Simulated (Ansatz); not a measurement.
The parent structure is GaP in the zinc blende structure (space group F-43m, No. 216).

```xyz
2
Lattice="0.0000 2.7256 2.7256 2.7256 0.0000 2.7256 2.7256 2.7256 0.0000" Properties=species:S:1:pos:R:3 pbc="T T T"
P      4.0885     4.0885     4.0885
Ga     0.0000     0.0000     0.0000
```

The values are results of r2SCAN (Ansatz, a first-principles code; PAW; 500 eV plane waves; scalar-relativistic without spin-orbit coupling), not measurements.

Before the change:

| Quantity | Value |
|---|---|
| Band gap | 1.85 eV |
| Lattice parameter a | 5.451 Å |
| Hole mass | 0.13, 0.37, 0.37 mₑ (at Γ) |
| Smallest direct gap | 2.36 eV |

Perturbation: a hydrostatic pressure of 50 GPa.

**Question.** Estimate the effect on the band gap.

**Answer.** The band gap decreases by 0.75 eV to 1.10 eV.

**Question.** How does this affect the lattice parameter a?

**Answer.** The lattice parameter a shrinks by 0.5196 Å to 4.932 Å.

**Question.** Predict the new hole mass.

**Answer.** The hole mass (degenerate bands, along [100]) changes from 0.13, 0.37, 0.37 mₑ (at Γ) to 0.21, 0.25, 0.25 mₑ (at Γ).

**Question.** What does the calculation give for the smallest direct gap after the change?

**Answer.** The smallest direct gap goes up by 1.504 eV (2.36 eV → 3.87 eV).

Load acts through the strain it causes; cell and atoms are relaxed under it. Effective masses come from finite differences of ±0.01 Å⁻¹. Whether these cells are dynamically stable was not tested. Measured, GaP leaves this structure (for a Cmcm phase) near 26 GPa (temperature not stated; as listed in Datta, Sujoy, Jana, Debnarayan, arXiv (2020)).
